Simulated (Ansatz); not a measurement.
CsCl-type PdIn, treated with PBE in Ansatz (plane waves, PAW).

Settings: plane-wave cutoff 520 eV, 18×18×18 k mesh, Fermi–Dirac smearing 0.05 eV, scalar-relativistic PAW data made under PBE.

The volume scan:

| V (Å³/atom) | E − E_lowest (meV/atom) |
|---|---|
| 16.969 | 26.03 |
| 17.330 | 11.09 |
| 17.691 | 2.70 |
| 18.053 | 0.00 |
| 18.414 | 2.24 |
| 18.775 | 8.76 |
| 19.136 | 19.01 |

Problem. What bulk modulus B0 and pressure derivative B′ does a third-order Birch–Murnaghan fit give?

Solution. V0 = 18.061 Å³/atom, B0 = 109 GPa, B′ = 6.1 (fit to the energies at full precision).

Spin–orbit coupling is not included.

Ansatz is an electronic-structure program.
